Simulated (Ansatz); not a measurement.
Results of r²SCAN (Ansatz, a program for electronic structure, plane waves, PAW) for C (model structure, P4₂/ncm, No. 138, 12 atoms in the cell).

Numerical settings: plane-wave cutoff 560 eV, 10×10×8 k mesh (along the axes of the cell as run), Fermi–Dirac smearing 0.01 eV, scalar-relativistic PAW data made under PBE.

Cell (relaxed at this level):

C is modelled in the tetragonal space group P4₂/ncm, origin choice 1 (No. 138), Pearson symbol tP12. Conventional cell: a = b = 3.4168 Å, c = 6.0660 Å, α = β = γ = 90.00°. C1 on 8i sees 3 C at 1.529–1.548 Å and 1 C at 1.627 Å (tetrahedral). C2 on 4b is surrounded by 4 C at 1.529 Å (tetrahedral). (Neighbours: up to the widest gap in distance over summed covalent radii, below 1.35, at either atom.)

What does this level give for the band gap and Γ–Γ gap?


* **band gap**: 4.03 eV (on the SCF k mesh)
* **Γ–Γ gap**: 5.26 eV

Note: the relaxation could raise the start's symmetry but not lower it, so the cell can be a saddle point.

The computed numbers hold no vibrational or temperature effects.

Cost on a shared machine: very roughly 4 core-minutes.

A model structure was made by putting elements into a prototype or built by hand; it is no filed structure, need not be a known phase, and can be a saddle point held by its symmetry.
